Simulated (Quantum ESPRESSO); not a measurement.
A self-consistent single point of La (P6_3/mmc, 4 atoms in the cell) with Quantum ESPRESSO.

Method of the run: PBE, GBRV 1.5 ultrasoft (PBE) pseudopotentials (plane waves; Quantum ESPRESSO).

```
La
1.0
    3.75683     0.00000     0.00000
   -1.87841     3.25351     0.00000
    0.00000     0.00000    11.91603
La
4
Direct
  0.00000   0.00000   0.00000
  0.00000   0.00000   0.50000
  0.33333   0.66667   0.25000
  0.66667   0.33333   0.75000
```

Reference input (self-consistent single point, DFT, PBE, plane waves, GBRV 1.5 ultrasoft (PBE) pseudopotentials): ecutwfc = 40 Ry; ecutrho = 200 Ry; occupations = smearing; smearing = marzari-vanderbilt; degauss = 0.019992 Ry; potentials = {La: la_pbe_v1.uspp.F.UPF}; K_POINTS = automatic 7 7 2 0 0 0; conv_thr = 1e-09 Ry. This run's input differs from it in these lines:

```diff
@@ -17,3 +17,3 @@
   smearing = 'marzari-vanderbilt',
-  degauss = 0.019992,
+  degauss = 0.0073499,
 /
@@ -34,3 +34,3 @@
 K_POINTS {automatic}
-7 7 2  0 0 0
+6 6 2  0 0 0
```

Output, abridged:

```
     Self-consistent Calculation

     iteration #  1     ecut=    40.00 Ry     beta= 0.70

---- Real-time Memory Report at c_bands before calling an iterative solver
           455 MiB given to the printing process from OS
            73 MiB allocation reported by mallinfo(arena+hblkhd)
------------------

     Threshold (ethr) on eigenvalues was too large:
     Diagonalizing with lowered threshold

---- Real-time Memory Report at c_bands before calling an iterative solver
           494 MiB given to the printing process from OS
            86 MiB allocation reported by mallinfo(arena+hblkhd)
------------------

   [... lines left out ...]
           511 MiB given to the printing process from OS
           100 MiB allocation reported by mallinfo(arena+hblkhd)
------------------

     negative rho (up, down):  2.082E-01 0.000E+00

     total energy              =    -410.27656295 Ry
     estimated scf accuracy    <          1.8E-09 Ry

     iteration # 12     ecut=    40.00 Ry     beta= 0.70

---- Real-time Memory Report at c_bands before calling an iterative solver
           511 MiB given to the printing process from OS
           100 MiB allocation reported by mallinfo(arena+hblkhd)
------------------

     negative rho (up, down):  2.082E-01 0.000E+00
     End of self-consistent calculation

     the Fermi energy is    11.5688 ev

!    total energy              =    -410.27656295 Ry
     estimated scf accuracy    <          4.4E-10 Ry
     smearing contrib. (-TS)   =      -0.00028978 Ry
     internal energy E=F+TS    =    -410.27627316 Ry

     convergence has been achieved in  12 iterations

     negative rho (up, down):  2.082E-01 0.000E+00

     Forces acting on atoms (cartesian axes, Ry/au):

     atom    1 type  1   force =     0.00000000    0.00000000    0.00000000
   [... zero for the other atoms too ...]

     Total force =     0.000000     Total SCF correction =     0.000000

     negative rho (up, down):  2.082E-01 0.000E+00
          total   stress  (Ry/bohr**3)                   (kbar)     P=        8.76
   0.00004255  -0.00000000   0.00000000            6.26       -0.00        0.00
  -0.00000000   0.00004255  -0.00000000           -0.00        6.26       -0.00
   0.00000000   0.00000000   0.00009354            0.00        0.00       13.76

   JOB DONE.
```

The run converged in 12 iterations. Against the reference run the free energy rises by 1.3 meV/atom and the pressure goes from 0.49 to 0.88 GPa.

The starting cell comes from a database of computed structures (which also holds hypothetical and non-ambient phases and stackings), without a prior relaxation at this level. Its lattice was rescaled by a random factor within 2.5 % of one.

Cost on one core of a shared machine: roughly 2 min.
